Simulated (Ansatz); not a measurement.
**Number of Sn neighbours of Sn in related cells**

A. Sn (grey tin, Fd-3m)
B. Sn (white tin, I4₁/amd)

Computed with Ansatz (plane waves, PAW), its PAW set soft_1. Each column's cells are at rest at that level. Cells are local rest points, mostly with their start's symmetry. Atoms count as bonded under 1.18 times the sum of their covalent radii (1.35 for H and a metal); two metal atoms count in their first shell alone, and not where both have two or more other neighbours. Mixed cases give the mean and the count of atoms with each number.

```json
[
 {"cell": "A", "PBE": "4", "r2SCAN (own geometry)": "4"},
 {"cell": "B", "PBE": "6", "r2SCAN (own geometry)": "6"}
]
```

With PBE the value of B exceeds that of A by 2. With r2SCAN (own geometry) the value of B exceeds that of A by 2.

Ansatz is a first-principles code.
